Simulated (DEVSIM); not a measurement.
Structure: Si p-i-n diode, at 300 K.

Layer 1 from the left is Si, thickness (μm) 0.100, Na (cm⁻³) 4.3e18, τn (s) 2.3e-7, τp (s) 2.3e-7. Layer 2 from the left is Si, thickness (μm) 0.900, Nd (cm⁻³) 3.9e12, τn (s) 2.3e-7, τp (s) 2.3e-7. Layer 3 from the left is Si, thickness (μm) 2.60, Nd (cm⁻³) 2.3e18, τn (s) 2.3e-7, τp (s) 2.3e-7.

Left contact: ohmic. Right contact: ohmic. Voltage is applied to the left contact. Recombination: SRH at mid-gap. Mobility is μmin + (μ − μmin)/(1 + (N/Nref)^α).

This is a model device: material constants are rounded textbook-type values typed into the input, and sizes, dopings and lifetimes were drawn at random. Values at 300 K.

Si: gap (eV) 1.124, affinity (eV) 4.05, permittivity 11.7, Nc (cm⁻³) 2.86e19, Nv (cm⁻³) 3.1e19, μn (cm²/Vs) 1417, μp (cm²/Vs) 470, μn,min 52, μp,min 45, Nref,n 9.7e16, Nref,p 2.2e17, αn 0.68, αp 0.72.

Model (solved in DEVSIM): 1D drift-diffusion, Boltzmann statistics, complete ionisation; no tunnelling, impact ionisation, image-force lowering or self-heating.

### Question
What does the simulation give for the dark forward voltage at 100 A/cm², the dark forward voltage at 1 A/cm², the potential step across the device at zero bias?

### Answer
dark forward voltage at 100 A/cm² 0.819 V; dark forward voltage at 1 A/cm² 0.693 V; potential step across the device at zero bias 1.008 V.
